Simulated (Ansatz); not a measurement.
Results of PBEsol+SOC in Ansatz (plane waves, PAW) for CdSe (model structure, started from the BN type, Pm-3n, No. 223, 12 atoms in the cell).

Settings: plane-wave cutoff 520 eV, 4×4×4 k mesh, Fermi–Dirac smearing 0.01 eV, PAW data made under PBE.

Cell (relaxed with PBEsol):

```
CELL_PARAMETERS angstrom
      7.48490     0.00000     0.00000
      0.00000     7.48490     0.00000
      0.00000     0.00000     7.48490
ATOMIC_POSITIONS crystal
  Cd 0.25000 0.00000 0.50000
  Cd 0.50000 0.25000 0.00000
  Cd 0.50000 0.75000 0.00000
  Cd 0.75000 0.00000 0.50000
  Cd 0.00000 0.50000 0.75000
  Cd 0.00000 0.50000 0.25000
  Se 0.25000 0.50000 0.00000
  Se 0.00000 0.25000 0.50000
  Se 0.00000 0.75000 0.50000
  Se 0.75000 0.50000 0.00000
  Se 0.50000 0.00000 0.75000
  Se 0.50000 0.00000 0.25000
```

Q: Estimate the band gap that the calculation returns.

A: 
- band gap = 0.61 eV (on the SCF k mesh)

Note: the relaxation could raise the start's symmetry but not lower it, so the cell can be a saddle point.

Computed values are for the static lattice.

Cost on a shared machine: about 4 core-minutes (a rough figure).

A model structure was made by putting elements into a prototype or built by hand; it is no filed structure, need not be a known phase, and can be a saddle point held by its symmetry.

Ansatz is a quantum-chemistry and plane-wave program.
